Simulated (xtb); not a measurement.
xtb 6.7.1, GFN2-xTB: W(NMe)2(NH2)(OSiH3) (C[N]=[W]([NH2])(=[N]C)[O][SiH3]), 19 atoms. The geometry is a generated start, not checked to be a minimum at this level.

```
Property                                                                                                        Value
------------------------  -------------------------------------------------------------------------------------------
method                                                                                                       GFN2-xTB
--acc                                                                                                     1 (default)
--etemp (K)                                                                                             300 (default)
detailed input (--input)  none: ANC optimiser, Lindh (1995) Hessian, microcycle=20, maxdispl=1.0, hlow=0.01 (default)
basis functions                                                                                                    55
valence electrons                                                                                                  50
```

```xyz
19

W     -0.2739     0.4604     0.0874
N     -0.6132    -0.6393     1.4623
C     -1.0044    -1.7441     2.2705
H     -0.6640    -2.6927     1.8324
H     -0.5858    -1.6669     3.2830
H     -2.0983    -1.7843     2.3605
N     -0.5504    -0.3139    -1.5053
C     -0.8745    -1.2168    -2.5570
H     -0.5520    -2.2378    -2.3105
H     -1.9590    -1.2342    -2.7307
H     -0.3872    -0.9232    -3.4966
N     -1.6410     1.9354     0.2229
H     -2.1504     2.1914     1.0752
H     -2.1313     2.3707    -0.5664
O      1.5838     1.1270     0.1898
Si     3.1407     1.5025     0.1111
H      3.6106     1.3072    -1.2710
H      3.8822     0.6389     1.0460
H      3.2679     2.9199     0.4965
```

Charge 0 and multiplicity 1 are set for this test and not shown to be the ground state.

The structure is relaxed from this start with --opt LEVEL for the levels crude, sloppy, loose, lax, normal, tight, vtight, extreme, once each. Up to the end of the extreme run atoms move by at most 0.73 Å along an axis.

**Question.** Choose the cheapest level whose final energy lies within 5 meV of that of extreme.

**Answer.** normal: 13 cycles against 122, ending 2.5 meV above.

| level | cycles | energy above the extreme run (meV) | gradient norm (eV/Å) |
|---|---|---|---|
| crude | 1 | 7.7 | 0.12 |
| sloppy | 1 | 7.7 | 0.12 |
| loose | 1 | 7.7 | 0.12 |
| lax | 1 | 7.7 | 0.12 |
| normal | 13 | 2.5 | 0.027 |
| tight | 15 | 2.4 | 0.012 |
| vtight | 95 | 0.060 | 0.0042 |
| extreme | 122 | — | 0.0017 |
